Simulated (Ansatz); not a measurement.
**WC with two functionals, C → Ge**

The reference is WC (space group P-6m2, No. 187; a = 2.922 Å, c = 2.847 Å).

(Cell as relaxed with PBE.)

Levels (all Ansatz, a quantum-chemistry and plane-wave program, PAW): PBE (420 eV, scalar-relativistic without spin-orbit coupling); PBEsol (420 eV, no spin-orbit coupling).

Each level relaxes its own structure.

| base | PBE | PBEsol |
|---|---|---|
| volume per atom | 10.52 Å³ | 10.29 Å³ |
| lattice parameter a | 2.922 Å | 2.898 Å |
| band gap | zero | zero |

The change: every C is replaced by Ge, then cell and atoms are relaxed.

| quantity | PBE | PBEsol |
|---|---|---|
| lattice parameter a | 3.212 Å | [?] |
| c/a ratio | 1.124 | [?] |

Task: Given the PBE results, estimate those of PBEsol.

Result: 
- lattice parameter a, PBEsol: 3.172 Å
- c/a ratio, PBEsol: 1.129

PBE's lattice parameter a lies 0.040 Å above PBEsol's (1.3 %); PBE's c/a ratio lies 0.0059 below PBEsol's. Neither level is exact; PBEsol is the comparison here, not a measurement.

No phonon test of stability was made. As relaxed here, WGe is a hypothetical phase, not in the database extracts checked. All final runs are without spin polarisation.
